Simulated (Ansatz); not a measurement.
For TlSe (Pm-3m, No. 221; start mp-10647; another space group than a measured phase of this formula), LDA (plane waves, PAW; Ansatz, a quantum-chemistry and plane-wave program) gives:

```
Property                                Result
------------------------------  --------------
equilibrium lattice constant a         3.616 Å
formation enthalpy              -0.084 eV/atom
```

**Question.** What does PBEsol (plane waves, PAW; Ansatz) give for the same quantities?

**Answer.** 
- lattice constant a: 3.657 Å (grows by 1.1 %)
- formation enthalpy: -0.090 eV/atom (moves by -0.006 eV/atom)

Changes are worked out from the printed values.

Unless a cell is named, each level is at its own relaxed cell (LDA 23.64, PBEsol 24.45 Å³/atom).

Levels without +SOC leave out spin–orbit coupling, which shifts energies and cells of such heavy elements.

Caveats: the relaxation could not lower the start's symmetry, so the cell can be a saddle point above a distorted one (LDA, PBEsol). Ansatz's density-functional and Hartree–Fock values are scalar-relativistic unless marked +SOC, with PAW data made under PBE.

A start named mp-… is a Materials Project structure, which can be a computed phase never made.
